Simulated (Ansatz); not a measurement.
Ansatz (a program for electronic structure), DFT, PBE, plane waves, its default PAW files: Cu(100) slab of 4 layers, 1x1, atoms displaced, unrelaxed, 4 atoms. Basis and mesh were picked for this test and aren't claimed converged.

- cell = 2.56, 2.56, 15.42 Å; 90, 90, 90°
- distance to the nearest atom = 2.50 to 2.56 Å
- task = single point
- k mesh = 10×10×1
- hamiltonian.xc = pbe
- kind of files = paw
- scf.occupations.method = gaussian
- scf.occupations.width = 0.05 eV
- scf.initial_density.chi_scale = 0.1
- output.forces = true
- binding of workers (--pin) = off
- k-point pools (--kpoint-pools) = 1
- memory maximum (--max-ram) = 8GiB
- accuracy = medium (default)
- basis.precision = auto (default)
- basis.xc_grid = 2 (default)
- scf.eigensolver.kind = auto (default)
- scf.convergence.dr2_threshold = 1e-07 (default)
- scf.lower_state_search = light (default)
- k-points after symmetry = 52
- bands at the start = 43
- electrons = 76
- plane waves at Γ = 1975
- cutoff (eV) = 420
- FFT grid = 18×18×108
- symmetry operations = 1

Settings of this run: scf.mixing.algorithm = auto, scf.mixing.preconditioner = kerker, scf.algorithm = auto; 4 threads.

```tsv
iteration	dr2 (eV)	Hψ
1	1.74e1	8829
2	4.82e0	6103
3	1.27e0	4921
4	3.29e-1	3369
5	2.56e-1	3603
6	1.07e-1	3520
7	9.45e-2	2240
8	7.47e-2	2717
9	4.17e-2	3179
10	1.59e-2	2807
11	1.56e-2	3160
12	9.20e-3	3514
13	6.74e-3	2296
14	6.54e-3	2292
15	5.86e-3	3313
16	2.80e-3	2463
17	4.47e-3	3537
18	2.03e-3	3454
19	6.63e-4	3110
20	9.92e-4	3540
21	8.34e-5	3382
22	1.11e-5	3483
23	1.46e-5	4630
24	4.42e-6	3626
25	3.20e-6	4088
26	1.82e-6	3372
27	2.27e-6	3288
28	5.31e-7	2874
29	1.95e-7	2994
30	1.60e-7	3396
31	5.50e-8	8649
```

It converged after 31 SCF iterations.

### Question
The cycle is slow. Which setting should be changed?

### Answer
This is not unique; one that fits is scf.mixing.preconditioner = auto (default) (13 SCF iterations) or scf.mixing.preconditioner = ldos (13 SCF iterations), all else kept. The other changes of this size gave: scf.mixing.preconditioner = none (17); scf.mixing.preconditioner = local_kerker (18); scf.mixing.preconditioner = kerker_dos (26); scf.mixing.algorithm = broyden (33). In that run the program took: scf.mixing.algorithm MSR1, scf.mixing.preconditioner LDOS, scf.eigensolver.kind band_cg, --slots 4. The first change moves the result by: energy under 0.001 meV/atom, forces (largest component) 0.037 meV/Å. Counts are of single runs.

Keys are those of Ansatz 0.2.
